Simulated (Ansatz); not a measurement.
**Worked example: self-consistent single point of Pt₃Pb (P4mm, 4 atoms in the cell) in Ansatz (a quantum-chemistry and plane-wave program)**

Computed with LDA (PW92), default PAW files made with PBE (plane waves; Ansatz).

This input was run:

Ansatz 0.2 input:
```yaml
crystal:
  lattice:
    - [4.120229, 0.000000, 0.000000]
    - [0.000000, 4.120229, 0.000000]
    - [0.000000, 0.000000, 4.120229]
  atoms:
    - { symbol: Pt, position: [0.500000, 0.000000, 0.500000] }
    - { symbol: Pt, position: [0.012135, 0.500000, 0.500000] }
    - { symbol: Pt, position: [0.500000, 0.500000, 0.000000] }
    - { symbol: Pb, position: [0.000000, 0.000000, 0.000000] }
basis:
  ecutwfc: 420.0
kpoints:
  mp_grid:
    grid: [7, 7, 7]
hamiltonian:
  xc: lda
  pseudopotentials:
    kind: paw
scf:
  occupations:
    method: fermi_dirac
    width: 0.1
output:
  forces: true
  eigenvalues: true
  stress: true
```

Log, with long lists cut:

```
WARN ansatz: RAYON_NUM_THREADS=1 ignored (pool sized by the plan → 1); use --threads N
Pseudopotentials: kind: paw
Pseudopotential: Pt, paw, valence charge 18
Pseudopotential: Pb, paw, valence charge 14
Crystal: 4 atoms, lattice volume = 69.946 Å³
Basis set: ecut = 420 eV, 1357 PW (Γ)
Bands: 41, of which v1, the nominal top of the filled ones, is band 34 counted from 1 (33 counted from 0)
Symmetry: 8 space group operations
Space group: P4mm (ITA 99), of the structure as read, at distance tolerance 4.1e-5 Å
k-points: 40 of 343 (time reversal used)
PAW frozen core: Pt, regenerated for the run's functional, and the local potential with it
PAW frozen core: Pb, regenerated for the run's functional, and the local potential with it
Initial density: superposition of atomic densities (neutral atoms: chi_scale 0, normalization atom), corrected by the library's trained network
Initial wavefunctions: pseudopotential atomic-orbital guess
Eigensolver: davidson
Functional: x = slater, c = lda
SCF iter   1: F=—  HF=-48337.507886 eV  |F-HF|=—  |Δ(HF+E_count)|=         —  Δρ=6.07e-3  dr2=7.25e-3  ethr=1.77e-3  ⟨swp⟩=6.5  Hψ=6374  notcnv=0
all-band conjugate gradients solve this SCF's bands
preconditioner: auto → Kerker (q_TF=auto, 2.715 Å⁻¹)
SCF iter   2: F=—  HF=-48337.507390 eV  |F-HF|=—  |Δ(HF+E_count)|=   4.96e-4  Δρ=3.26e-3  dr2=2.04e-3  ethr=1.07e-5  ⟨swp⟩=2.1  Hψ=2623  notcnv=0
SCF iter   3: F=—  HF=-48337.506831 eV  |F-HF|=—  |Δ(HF+E_count)|=   5.60e-4  Δρ=2.15e-4  dr2=1.53e-5  ethr=2.99e-6  ⟨swp⟩=2.2  Hψ=2272  notcnv=0
SCF iter   4: F=—  HF=-48337.506837 eV  |F-HF|=—  |Δ(HF+E_count)|=   6.39e-6  Δρ=4.70e-5  dr2=1.50e-6  ethr=2.24e-8  ⟨swp⟩=2.0  Hψ=2877  notcnv=0
SCF iter   5: F=—  HF=-48337.506837 eV  |F-HF|=—  |Δ(HF+E_count)|=   2.85e-7  Δρ=1.09e-5  dr2=2.04e-7  ethr=2.21e-9  ⟨swp⟩=1.8  Hψ=1824  notcnv=0
SCF iter   6: F=-48337.506837 eV  HF=-48337.506837 eV  |F-HF|=1.16e-8  |Δ(HF+E_count)|=   5.79e-8  Δρ=3.69e-6  dr2=1.62e-8  ethr=1.47e-10  ⟨swp⟩=7.3  Hψ=6593  notcnv=0
SCF 1 converged in 6 iterations: F = -48337.506837 eV  dr2 = 1.62e-8
SCF converged after 6 iterations
Free energy (F): -48337.506837 eV
Harris-Foulkes:  -48337.506837 eV  (|F-HF|=1.16e-8)
Internal energy: -48337.470635 eV  (E = F + TS)
E sigma→0 (E₀):  -48337.488736 eV
Entropy (-TS):   -0.036202 eV (-9.050 meV/atom)
Fermi energy:    19.657962 eV
--- Per-component energies (eV) ---
  E_band       = -491.667102
  E_kinetic    = 2209.018888
  E_local      = -5748.554501  (includes V_loc(G=0)·N_el)
  E_nonlocal   = 979.331138
  E_hartree    = 2169.911760
  E_xc         = -998.128117
  E_vxc        = -1039.337347  (∫ρ·V_xc dr)
  E_paw        = -37642.644999  (= ΣΔE_a)
  E_vpaw       = -1231.949039  (= ΣTr[D̂ρ^β])
  E_aug_tail   = 0.000597  (compensation charges beyond the density's cutoff)
  E_ewald      = -9307.719296
  E_core_change = 1.313895  (= ΣΔE_core)
  E_smearing   = -0.036202  (= −TS)
  E_closure    = 0.000000  (closes the sum)
  Σ components = -48337.506837   (vs F -48337.506837, Δ=0.00e0)
--- Forces (eV/Å), atoms counted from 1 ---
  atom   1  Pt     0.16349435     0.00000000     0.00000000
  atom   2  Pt    -0.24797258    -0.00000000     0.00000000
  atom   3  Pt     0.16349435     0.00000000     0.00000000
  atom   4  Pb    -0.07901578    -0.00000000     0.00000000
  max |Σ_I F_I| component: 3.49e-7 eV/Å
--- Stress (GPa, compression-positive) ---
      -10.899664       0.000000       0.000000
        0.000000     -10.971843       0.000000
        0.000000       0.000000     -10.971843
  P = ⅓ Tr σ = -10.9478 GPa (-109.478 kbar)
  The stress holds the Pulay correction. Without it, at fixed plane waves, as pw.x and ABINIT print it: P = -10.9813 GPa
--- Band table (eV; the first three rows and the last of 40) ---
  k-point 0: bands = ["-78.6177", "-78.6018", "-78.6016", "-32.8443", "-32.8443", "-32.8436", "-32.7448", "-32.7448", "-32.7448", "-32.6512", "-32.6512", "-32.6507", "2.5150", "2.5151", "2.5610", "2.5610", "2.5615", "7.6299", "13.1463", "14.7052", [...]
  k-point 1: bands = ["-78.6170", "-78.6025", "-78.6016", "-32.8392", "-32.8386", "-32.8359", "-32.7482", "-32.7462", "-32.7431", "-32.6612", "-32.6550", "-32.6538", "2.5224", "2.5337", "2.5624", "2.5672", "2.5677", "7.8310", "13.2549", "14.5259", [...]
  k-point 2: bands = ["-78.6151", "-78.6043", "-78.6016", "-32.8261", "-32.8256", "-32.8127", "-32.7536", "-32.7507", "-32.7426", "-32.6867", "-32.6639", "-32.6625", "2.5387", "2.5658", "2.5755", "2.5812", "2.5816", "8.3961", "13.0810", "14.1418", [...]
  k-point 39: bands = ["-78.6076", "-78.6068", "-78.6066", "-32.8744", "-32.8356", "-32.8351", "-32.8343", "-32.6846", "-32.6840", "-32.6827", "-32.6507", "-32.6493", "2.5245", "2.5247", "2.5258", "2.6532", "2.6532", "9.6846", "13.7984", "14.1207", [...]
```

The run converged in 6 iterations.

The starting cell comes from a database of computed structures (which also holds hypothetical and non-ambient phases and stackings), without a prior relaxation at this level. Its lattice was rescaled by up to half a per cent. One atom was moved a little off its site on purpose. Spin-orbit coupling is off. Spin polarisation is off. With a pressure of about -11 GPa the cell is away from its equilibrium volume at this level. Ansatz's pressure includes its estimate of the finite-basis (Pulay) stress.
